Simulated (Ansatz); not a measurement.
Band structure of Li3SbTe4 (P-43m, 8 atoms in the cell).

```
CELL_PARAMETERS angstrom
      6.63827     0.00000     0.00000
      0.00000     6.63827     0.00000
      0.00000     0.00000     6.63827
ATOMIC_POSITIONS crystal
  Sb 0.00000 0.00000 0.00000
  Li 0.50000 0.00000 0.00000
  Li 0.00000 0.00000 0.50000
  Li 0.00000 0.50000 0.00000
  Te 0.23720 0.23720 0.23720
  Te 0.23720 0.76280 0.76280
  Te 0.76280 0.23720 0.76280
  Te 0.76280 0.76280 0.23720
```

Computed with revPBE, default PAW files made with PBE (plane waves; Ansatz, a quantum-chemistry and plane-wave program).

Settings: basis.ecutwfc = 420 eV; kpoints.mp_grid.grid = 5 5 5; hamiltonian.xc = revpbe; hamiltonian.pseudopotentials = {kind: paw} (the program's default PAW files); scf.occupations.method = cold; scf.occupations.width = 0.136 eV; kpoints.band_path.npoints = 10.

The starting cell was generated: these elements placed on a structure prototype, without a prior relaxation; it need not be a known phase or ordering of this composition. Its lattice was rescaled by a random factor within 2.5 % of one. Spin-orbit coupling is off.

Problem. Predict the gap along the standard path and the places of the band edges.

Solution. The gap along the path is 0.69 eV, from M to R; the smallest direct gap on it is 0.76 eV.

Levels in eV from the top of the valence band on the path, bands 41 to 48:
```csv
point,41,42,43,44,45,46,47,48
Γ,-0.69,-0.04,-0.04,-0.04,0.98,3.00,3.00,3.00
X,-0.58,-0.58,-0.23,-0.23,1.62,2.74,3.73,3.73
M,-0.53,-0.46,-0.46,0.00,1.47,2.94,3.55,3.55
R,-0.45,-0.07,-0.07,-0.07,0.69,3.24,3.24,3.24
```

Keys are those of Ansatz 0.2.
